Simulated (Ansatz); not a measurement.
The starting structures come from a database of crystals and need not be the phases stable at ambient conditions.

 Where the default PAW files enter, the runs use the earlier of Ansatz's two default sets.

Input:

```
CELL_PARAMETERS angstrom
      4.61362     0.00000     0.00000
      0.00000     6.49047     0.00000
      0.00000     0.00000     4.61362
ATOMIC_POSITIONS crystal
  Mg 0.50000 0.50000 0.50000
  Cd 0.00000 0.00000 0.00000
  Te 0.50000 0.74455 0.00000
  Te 0.00000 0.25545 0.50000
```

Space group of this cell: P-4m2. The cell is taken as given; by PBEsol its mean pressure is -0.9 GPa.

Method: PBEsol (plane waves, PAW; Ansatz, an electronic-structure program).

The current runs along the normal of the first two printed vectors; no spin-orbit coupling. Scaled by the factor s: the length along the current (ions clamped). The meshes follow the cell: 8×6×8 and 8×6 across at s = 0.97, 8×6×8 and 8×6 across at s = 1.00, 8×6×6 and 8×6 across at s = 1.03.

```csv
s,mean pressure (GPa),band gap (eV)
0.97,0.3,?
1.00,-0.9,1.35
1.03,-1.8,1.22
```

Question: Take the slope of the band gap against ln s from the two given rows, extrapolate to s = 0.97, and say what the run there gives.

Answer: Slope = (1.22 − 1.35) / ln 1.03 = -4.40 eV. The line gives 1.35 + (-4.40) × ln 0.97 = 1.48 eV. The run gives 1.38 eV, 0.10 eV under the line, 78 % of the predicted step.
